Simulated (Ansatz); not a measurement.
**TiO2, pressure series**

Base system: TiO$_{2}$ in the anatase structure (space group I4_1/amd, No. 141; a = 3.770 Å, c = 9.552 Å).

Cell and atoms are relaxed at each pressure.

All numbers come from PBEsol in Ansatz (plane waves to 420 eV, PAW, no spin-orbit coupling).

Candidates:
(a) pressure 22.5 GPa
(b) pressure 30 GPa
(c) pressure −2 GPa

Base values:

The band gap is 2.11 eV.

### Question
Order them by band gap, highest first.

### Answer
(c) pressure −2 GPa (2.12 eV), (a) pressure 22.5 GPa (1.83 eV), (b) pressure 30 GPa (1.73 eV)

Load acts through the strain it causes; cell and atoms are relaxed under it. Stability against distortions was not tested. No other phases were tried under pressure. The final runs are not spin-polarised.

Ansatz is an electronic-structure program.
